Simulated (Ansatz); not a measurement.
Base system: MgTe in the zinc blende structure (space group F-43m, No. 216; a = 6.368 Å).

Computed with plane-wave PAW DFT at the LDA level (Ansatz, a quantum-chemistry and plane-wave program, 420 eV), spin-orbit coupling left out.

For the base:

The band gap comes out as 2.38 eV and the width of the top valence band is 1.56 eV. The hole mass is 0.19, 0.85, 0.85 mₑ (at Γ).

Now apply this change: the cell is scaled by 0.9900 in all directions; the atoms relax in the strained cell.

**Question.** Estimate the effect on the band gap.

**Answer.** The band gap rises by 0.14 eV to 2.52 eV.

**Question.** What happens to the width of the top valence band?

**Answer.** The width of the top valence band goes up by 0.07 eV (1.56 eV → 1.63 eV).

**Question.** Predict the new energy relative to the base.

**Answer.** The energy increases by 3.7 meV/atom.

**Question.** Estimate the effect on the hole mass.

**Answer.** The hole mass (degenerate bands, along [100]) changes from 0.19, 0.85, 0.85 mₑ (at Γ) to 0.19, 0.83, 0.83 mₑ (at Γ).

With Te present, leaving out spin-orbit coupling can change the band edges. Effective masses come from finite differences of ±0.01 Å⁻¹. Stability against distortions was not tested.
